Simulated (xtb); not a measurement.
xtb 6.7.1, GFN2-xTB: Hf(OH)4(NH3) ([NH3]->[Hf]([OH])([OH])([OH])[OH]), 13 atoms. The geometry is a generated start, not checked to be a minimum at this level.

```json
{
  "method": "GFN2-xTB",
  "--acc": "1 (default)",
  "--etemp (K)": "300 (default)",
  "detailed input (--input)": "none: ANC optimiser, Lindh (1995) Hessian, microcycle=20, maxdispl=1.0, hlow=0.01 (default)",
  "basis_functions": "37",
  "valence_electrons": "40"
}
```

```xyz
13

Hf    -0.2327     0.3362     0.1158
O      0.8221     1.1919    -1.2000
H      1.3200     1.9039    -0.7847
O      0.7622    -0.0450     1.6772
H      0.5510     0.6897     2.2653
O     -1.0745     1.8989     0.7992
H     -1.3793     2.4471     0.0646
O     -1.8064    -0.6668    -0.2101
H     -2.5132    -0.2704     0.3105
N      0.7878    -1.6545    -0.6932
H      1.2021    -2.0919     0.1236
H      1.5007    -1.4848    -1.3959
H      0.0602    -2.2543    -1.0724
```

Charge 0 and multiplicity 1 are set for this test and not shown to be the ground state.

The structure is relaxed from this start with --opt LEVEL for the levels crude, sloppy, loose, lax, normal, tight, vtight, extreme, once each. Up to the end of the extreme run atoms move by at most 0.17 Å along an axis.

### Question
Which level is enough to come within 5 meV of the tightest end point?

### Answer
lax: 7 cycles against 32, ending 2.2 meV above.

```tsv
level	cycles	energy above the extreme run (meV)	gradient norm (eV/Å)
crude	1	7.9	0.18
sloppy	1	7.9	0.18
loose	1	7.9	0.18
lax	7	2.2	0.10
normal	15	0.54	0.027
tight	24	0.061	0.0064
vtight	31	under 0.01	0.0018
extreme	32	—	0.0014
```
